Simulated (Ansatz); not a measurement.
Results of r²SCAN0 (Ansatz, a program for electronic structure, plane waves, PAW) for SrTiO3 (within 0.1 Å of Pm-3m, No. 221, 10 atoms in the cell; start COD 2310687).

Settings: plane-wave cutoff 520 eV, 6×6×6 k mesh, Fermi–Dirac smearing 0.01 eV, no spin polarisation, scalar-relativistic PAW data made under PBE.

Cell (measured lattice):

Space group I4/mcm (No. 140); a = b = 5.5110 Å, c = 7.7960 Å, α = β = γ = 90.00°

```json
[
 {"atom": "Sr", "site": "4b", "symmetry": "-42m", "x": "0.0000", "y": "0.5000", "z": "0.2500"},
 {"atom": "O", "site": "4a", "symmetry": "422", "x": "0.0000", "y": "0.0000", "z": "0.2500"},
 {"atom": "Ti", "site": "4c", "symmetry": "4/m..", "x": "0.0000", "y": "0.0000", "z": "0.0000"},
 {"atom": "O", "site": "8h", "symmetry": "m.2m", "x": "0.2549", "y": "0.2451", "z": "0.0000"}
]
```
(The calculation used a cell of 10 atoms; values per cell refer to that cell.)

### Question
Predict the band gap.

### Answer

* **band gap**: 4.42 eV (on the SCF k mesh)

Note: the file's cell can be that of a phase stable at another temperature; cell and atoms aren't relaxed at this level (pressure -2.6 GPa).

Spin–orbit coupling is not included.

Computed values are for the static lattice.

Computing time: about 4 core-minutes (a rough figure).
